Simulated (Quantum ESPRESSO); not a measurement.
Quantum ESPRESSO 7.5, DFT, PBE, plane waves, PseudoDojo 0.5 standard norm-conserving PBE (local tails restored to the Coulomb form): bcc W, 1 atom. Basis and mesh were picked for this test and aren't claimed converged.

```
Property                                                    Result
------------------------  ----------------------------------------
cell                      2.74, 2.74, 2.74 Å; 109.5, 109.5, 109.5°
task                                                           scf
k mesh                                                    18×18×18
ecutwfc                                                      74 Ry
ecutrho                                                     296 Ry
occupations                                               smearing
smearing                                                        mv
degauss                                                    0.02 Ry
conv_thr                                                  1e-09 Ry
tprnfor                                                       true
tstress                                                      false
diagonalization                                    david (default)
mixing_mode                                        plain (default)
mixing_beta                                          0.7 (default)
mixing_ndim                                            8 (default)
k-points computed                                              195
bands                                                           11
electrons                                                       14
G-vectors of the density                                      9213
FFT grid                                                  30×30×30
symmetry operations                                             48
```

Machine: one whole node, AMD EPYC (Zen 5), 96 cores on 1 socket, no SMT, 12 L3 cache groups; 94 cores' worth of CPU time may be used.

Wall times, medians of two to five repeats, each run alone on the node (launch to exit). Unless noted, each process is bound to its own block of adjacent cores. The times hold for this build (conda-forge: Open MPI 5.0, OpenMP, OpenBLAS 0.3.34 (pthreads), FFTW, ScaLAPACK, ELPA). Scratch files lie in a memory file system. This build's BLAS runs threads of its own beside OpenMP's, on the same cores; «BLAS threads» counts them.

The candidates, on 48 cores each, agree within 1.0 meV/atom in energy:
A. 24 ranks × 2 threads, 1 BLAS thread, -nk 24
B. 48 ranks, -nk 48
C. 3 ranks × 16 threads, 1 BLAS thread, -nk 3
D. 24 ranks × 2 threads, 2 BLAS threads, -nk 24
E. 12 ranks × 4 threads, 1 BLAS thread, -nk 12

Problem. Which of these settings finishes first?

Solution. B (48 ranks, -nk 48), 1.4 s. At the other end C takes 22× as long.

```json
[
 {"candidate": "B", "wall time": "1.4 s", "repeats": "3 runs within 1 %", "SCF iterations": "6"},
 {"candidate": "A", "wall time": "2.5 s", "repeats": "3 runs within 1 %", "SCF iterations": "6"},
 {"candidate": "E", "wall time": "3.7 s", "repeats": "3 runs within 2 %", "SCF iterations": "6"},
 {"candidate": "D", "wall time": "7.8 s", "repeats": "2 runs within 9 %", "SCF iterations": "6"},
 {"candidate": "C", "wall time": "32 s", "repeats": "2 runs within 3 %", "SCF iterations": "6"}
]
```

From the slowest to the fastest: The largest move is in FFTs of H·ψ (vloc_psi): 22 s to 0.23 s. Launch, exit and the like take 0.60 s of the 1.4 s.
